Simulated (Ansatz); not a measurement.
This Ansatz (a program for electronic structure) input is the reference run, InP in the zinc blende structure (space group F-43m, No. 216), computed with PBE in Ansatz (plane waves to 420 eV, PAW, spin-orbit coupling left out), earlier PAW set:

Ansatz 0.2 input:
```yaml
crystal:
  lattice:
    - [0, 2.9798997993, 2.9798997993]
    - [2.9798997993, 0, 2.9798997993]
    - [2.9798997993, 2.9798997993, 0]
  atoms:
    - { symbol: P, position: [0.75, 0.75, 0.75] }
    - { symbol: In, position: [0, 0, 0] }
basis: { ecutwfc: 420, ecutrho_ratio: 4, xc_grid: 2, fft_grid_basis: typed }
kpoints: { mp_grid: { grid: [22, 22, 22] } }
hamiltonian:
  xc: pbe
  dispersion: none
  pseudopotentials: { azcp: { folder: ./paw }, kind: paw }
scf: { occupations: { method: fermi_dirac, width: 0.0259 }, convergence: { dr2_threshold: 0.0000000002 } }
output: { forces: true, stress: true }
checkpoint: { write: state.ck, write_every: 1000 }
```

Q: Write the input for this change: 0.529 holes added to each cell, a density of 1.0×10^22 cm⁻³, with a uniform compensating background at fixed cell and a 300 K Fermi–Dirac width.

A: 
Ansatz 0.2 input:
```yaml
crystal:
  lattice:
    - [0, 2.9798997993, 2.9798997993]
    - [2.9798997993, 0, 2.9798997993]
    - [2.9798997993, 2.9798997993, 0]
  atoms:
    - { symbol: P, position: [0.75, 0.75, 0.75] }
    - { symbol: In, position: [0, 0, 0] }
basis: { ecutwfc: 420, ecutrho_ratio: 4, xc_grid: 2, fft_grid_basis: typed }
kpoints: { mp_grid: { grid: [22, 22, 22] } }
hamiltonian:
  xc: pbe
  dispersion: none
  pseudopotentials: { azcp: { folder: ./paw }, kind: paw }
total_charge: 0.529218
scf: { occupations: { method: fermi_dirac, width: 0.0259 }, convergence: { dr2_threshold: 0.0000000002 } }
relax: { f_tol: 0.005, max_steps: 30 }
output: { forces: true, stress: true }
checkpoint: { write: state.ck, write_every: 1000 }
```
This is the input that was run.

Carriers are added with a uniform compensating background; total energy and stress of such cells depend on the potential's zero and are not compared; many-body gap narrowing is missing at this level. No phonon test of stability was made.
